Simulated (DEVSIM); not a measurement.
Structure: illuminated Si p-on-n cell, one wavelength, at 400 K.

Layer 1 from the left is Si, thickness (μm) 0.190, Na (cm⁻³) 1.6e19, τn (s) 2e-9, τp (s) 3.8e-9, absorption coefficient (cm⁻¹) 24000. Layer 2 from the left is Si, thickness (μm) 53.0, Nd (cm⁻³) 1e15, τn (s) 1.8e-7, τp (s) 1.8e-7, absorption coefficient (cm⁻¹) 24000.

Left contact: ohmic, minority electron recombination velocity 30 cm/s. Right contact: ohmic, minority hole recombination velocity 900 cm/s. Voltage is applied to the left contact. Recombination: SRH at mid-gap, radiative, Auger. Gap narrowing is on: ΔEg = 6.92 meV × (l + √(l² + 0.5)), l = ln(N/1.3e17 cm⁻³), shared equally by both band edges. Light enters at the left, 2.5e16 photons cm⁻² s⁻¹, one pass, no reflection. Mobility is μmin + (μ − μmin)/(1 + (N/Nref)^α).

Constants are typed, rounded textbook-type inputs, not results; the design itself was drawn at random and stands for no fabricated device. Values at 300 K; Nc and Nv go as T^1.5, mobilities as T to minus their exponent, the gap by Varshni's rule with the affinity fixed.

Si: gap (eV) 1.124, affinity (eV) 4.05, permittivity 11.7, Nc (cm⁻³) 2.86e19, Nv (cm⁻³) 3.1e19, μn (cm²/Vs) 1417, μp (cm²/Vs) 470, μn,min 52, μp,min 45, Nref,n 9.7e16, Nref,p 2.2e17, αn 0.68, αp 0.72, T exponent of μn 2.3, T exponent of μp 2.2, B (cm³/s) 4.7e-15, Cn (cm⁶/s) 2.8e-31, Cp (cm⁶/s) 9.9e-32, Varshni α (eV/K) 0.000473, Varshni β (K) 636.

Simulated with DEVSIM: 1D drift-diffusion, Boltzmann statistics, complete ionisation; no tunnelling, impact ionisation, image-force lowering or self-heating.

Dark forward current:

```csv
|V| (V),|J| (A/cm²)
0.05,0.0001765
0.10,0.0008056
0.15,0.003218
0.20,0.01269
0.25,0.04852
0.30,0.1644
0.35,0.4471
0.40,0.9842
0.45,1.902
0.50,3.501
0.55,6.480
0.60,12.13
0.65,22.58
0.70,41.31
0.75,73.80
0.80,128.1
0.85,215.2
0.90,347.5
0.95,537.8
1.00,797.0
1.05,1133
1.10,1552
1.15,2056
```

**Question.** Work out the local ideality factor n = ΔV / (kT/q · ln(J2/J1)) between the rows 0.15 and 0.20 V, 1.10 and 1.15 V.

**Answer.** kT/q = 34.47 mV. From 0.15 to 0.20 V: ln(0.01269/0.003218) = 1.372, n = 1.06, near the 1 of diffusion or emission over a barrier. From 1.10 to 1.15 V: ln(2056/1552) = 0.281, n = 5.16.

**Question.** What current could the absorbed light give at most, and what share is collected?

**Answer.** Σ αd = 128, so qΦ(1 − exp(−Σ αd)) = 4.01 mA/cm². The simulated short-circuit current is 3.948 mA/cm², a share of 0.99.

**Question.** Estimate the open-circuit voltage by superposition: the voltage at which the dark current equals that short-circuit current.

**Answer.** Interpolating ln J in the table gives 0.157 V. The simulation gives 0.157 V, the same within the digits that matter. Superposition holds where collection doesn't change with voltage.
